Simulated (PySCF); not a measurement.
PySCF 2.14.0, WB97X/def2-svp, df: Sn(F)(Br)(OH)2 ([OH][Sn]([OH])([F])[Br]), 7 atoms. The geometry is a generated start, not checked to be a minimum at this level.

```yaml
task: energy
method: wb97x
basis: def2-svp
two_electron_scheme: density fitting
mol.max_memory: 3000 MB
mf.max_cycle: 100
mf.DIIS: CDIIS (default)
mf.conv_tol: 1e-09 (default)
mf.grids.level: 3 (default)
effective_core_potentials: those of the basis set, past Kr
basis_functions: 110
grid_points: 104424
```

```xyz
7

O      0.2399     1.6093     0.6388
Sn     0.3394    -0.2232     0.0681
O     -1.2820    -0.7460    -0.8205
F      0.3776    -1.2725     1.6850
Br     2.3024    -0.6580    -1.2871
H      0.0340     2.2406    -0.0563
H     -2.0113    -0.9502    -0.2281
```

With the defaults (mf.diis = true, mf.level_shift = 0, mf.damp = 0, mf.diis_start_cycle = 1, mf.diis_space = 8, mf.init_guess = minao) it converges in 14 Fock builds. One run each on 2 threads, 1 BLAS thread, with these changes:
- mf.diis = false, mf.damp = 0.7, mf.diis_start_cycle = 999
- mf.diis_space = 20
- mf.init_guess = atom
- mf.init_guess = mod_huckel
- mf.damp = 0.3, mf.diis_start_cycle = 4
- mf.diis_space = 12
- mf.level_shift = 1 Hartree
- mf.diis = false
- mf.init_guess = 1e

Q: Which runs fail or end elsewhere than the default run?

A: No convergence: mf.diis = false (the run ends without SCF convergence in 100 cycles). The rest reach the solution of the defaults.

```json
[
 {"setting": "mf.init_guess = atom", "Fock builds": "12", "end": "same solution"},
 {"setting": "mf.init_guess = mod_huckel", "Fock builds": "13", "end": "same solution"},
 {"setting": "the defaults", "Fock builds": "14", "end": "same solution"},
 {"setting": "mf.damp = 0.3, mf.diis_start_cycle = 4", "Fock builds": "14", "end": "same solution"},
 {"setting": "mf.diis_space = 20", "Fock builds": "14", "end": "same solution"},
 {"setting": "mf.diis_space = 12", "Fock builds": "14", "end": "same solution"},
 {"setting": "mf.init_guess = 1e", "Fock builds": "19", "end": "same solution"},
 {"setting": "mf.level_shift = 1 Hartree", "Fock builds": "26", "end": "same solution"},
 {"setting": "mf.diis = false, mf.damp = 0.7, mf.diis_start_cycle = 999", "Fock builds": "40", "end": "same solution"},
 {"setting": "mf.diis = false", "Fock builds": "101", "end": "no convergence"}
]
```
